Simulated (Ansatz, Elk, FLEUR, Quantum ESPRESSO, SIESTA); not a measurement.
Code comparison for LaPd2 (I4/mmm, 3 atoms in the cell)

Self-consistent single point, at a second geometry (lattice scaled by 0.98). First geometry:

```yaml
crystal:
  lattice:
    - [-1.97482, 1.97482, 4.40689]
    - [1.97482, -1.97482, 4.40689]
    - [1.97482, 1.97482, -4.40689]
  atoms:
    - { symbol: La, position: [0.00000, 0.00000, 0.00000] }
    - { symbol: Pd, position: [0.75000, 0.25000, 0.50000] }
    - { symbol: Pd, position: [0.25000, 0.75000, 0.50000] }
```

Shared settings, as Ansatz (a first-principles code) writes them: kpoints.mp_grid.grid = 9 9 9; scf.occupations.method = fermi_dirac; scf.occupations.width = 0.1 eV. Potentials and cutoffs stand in the table.

```csv
code,model,ΔF from the first geometry (meV/atom),pressure (GPa),cutoff
SIESTA,"GGA PBEsol, numerical atomic orbitals DZP, PseudoDojo PBEsol standard norm-conserving potentials (rewritten from UPF to PSML)",32.8,7.84,grid 400 Ry
Quantum ESPRESSO,"PBEsol, GBRV 1.5 ultrasoft (PBESOL) pseudopotentials",11.8,4.53,40 Ry
FLEUR,"PBEsol, all-electron FLAPW (FLEUR), scalar-relativistic valence",13.3,–,Kmax 4.1 1/bohr
Elk,"PBEsol, all-electron FP-LAPW, Elk's shipped species files, LAPW+lo basis",6.8,–,rgkmax 8
Ansatz,"PBEsol, PAW files made with PBE",8.8,4.08,default
```

A dash marks a value that a program does not give, or that is left out as unsure.

On Ansatz's run: spin polarisation is off.

The spread over the programs that give each value: ΔF from the first geometry within 26.0 meV/atom; pressure within 3.76 GPa.

SIESTA uses small atom-centred bases, whose incompleteness enters pressures, forces and empty levels differently from a plane-wave cutoff. FLEUR and Elk treat all electrons, but the usual bases taken here (sphere radii, linearisation, local orbitals, empty states) were not tested for convergence, so the values are no reference for the others. Ansatz's pressure is given at a fixed set of plane waves, as the other plane-wave codes print theirs. In the pressure, SIESTA (by 3.53) lies more than 1 GPa from the median of the plane-wave programs.

The starting cell comes from a database of computed structures (which also holds hypothetical and non-ambient phases and stackings), without a prior relaxation at this level. Its lattice was rescaled by a random factor within 2.5 % of one. For this run, on top of that: lattice scaled by 0.98.

Keys are those of Ansatz 0.2.
